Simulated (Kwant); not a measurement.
Device: GaN/Al0.2Ga0.8N stack with 1 barrier. One parabolic valley. Leads of mass 0.2 mₑ with the band edge at 0; grid 0.1 nm; bias swept from 0.014 to 0.43979 V, dropping linearly over the stack. Emitter Fermi level 0.018 eV, 300 K, equal in the collector.

| layer | thickness (nm) | band offset (eV) | mass (mₑ) |
|---|---|---|---|
| 1 | 2.3 | 0.35 | 0.22 |

The device is made up for the run: typed textbook-type constants, with dimensions and the other settings drawn at random.

Kwant, one-band effective-mass tight-binding model in one dimension, coherent, no space charge, current by the Tsu-Esaki formula.

Sweep values stay those of the base run.

Base results: J (A/cm²) at bias = 0.4398 V 147000; J (A/cm²) at bias = 0.2269 V 51900; J (A/cm²) at bias = 0.1086 V 26000; J (A/cm²) at bias = 0.3215 V 83600.

What follows from this one change: mass in the first barrier 0.22 → 0.13 mₑ?

J at bias = 0.4398 V 147000 → 323000 A/cm²; J at bias = 0.2269 V 51900 → 137000 A/cm²; J at bias = 0.1086 V 26000 → 70800 A/cm²; J at bias = 0.3215 V 83600 → 208000 A/cm².

What follows from this one change: thickness of the first barrier 2.3 → 1.8 nm?

J at bias = 0.4398 V 147000 → 294000 A/cm²; J at bias = 0.2269 V 51900 → 142000 A/cm²; J at bias = 0.1086 V 26000 → 83200 A/cm²; J at bias = 0.3215 V 83600 → 200000 A/cm².

What follows from this one change: Fermi level in the emitter 0.018 → 0.027 eV?

J at bias = 0.4398 V 147000 → 196000 A/cm²; J at bias = 0.2269 V 51900 → 69300 A/cm²; J at bias = 0.1086 V 26000 → 34700 A/cm²; J at bias = 0.3215 V 83600 → 112000 A/cm².

What follows from this one change: height of the first barrier 0.35 → 0.21 eV?

J at bias = 0.4398 V 147000 → 895000 A/cm²; J at bias = 0.2269 V 51900 → 364000 A/cm²; J at bias = 0.1086 V 26000 → 186000 A/cm²; J at bias = 0.3215 V 83600 → 564000 A/cm².
